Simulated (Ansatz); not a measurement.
Cells marked so need not be the phases stable at ambient conditions, and some may be hypothetical.

By PBEsol, each system below comes out a metal.

Ballistic conductance counts the channels of both spins, as a mean over 0.1 eV about the Fermi level; spin-orbit coupling is left out.

A. GaAg (Pm-3m, CsCl type, not sure to be the ambient phase, 2 atoms a cell, 18.3 Å³ an atom, -5 GPa at this level), current normal to (111)
B. YB6 (Pm-3m, not sure to be the ambient phase, 7 atoms a cell, 9.8 Å³ an atom, -2 GPa at this level), current normal to (001)
C. MgB$_{2}$ (P6/mmm, 3 atoms a cell, 9.5 Å³ an atom), current normal to (100)
D. Cs (Fm-3m, fcc (Cu type), not sure to be the ambient phase, 1 atom a cell, 123.1 Å³ an atom), current normal to (001)

Question: Order them by ballistic conductance per area (lowest first) at the level PBEsol run with Ansatz (a quantum-chemistry and plane-wave program).

Answer: D (0.23 × 10¹⁵ S/m²), B (0.51 × 10¹⁵ S/m²), C (0.85 × 10¹⁵ S/m²), A (1.0 × 10¹⁵ S/m²)
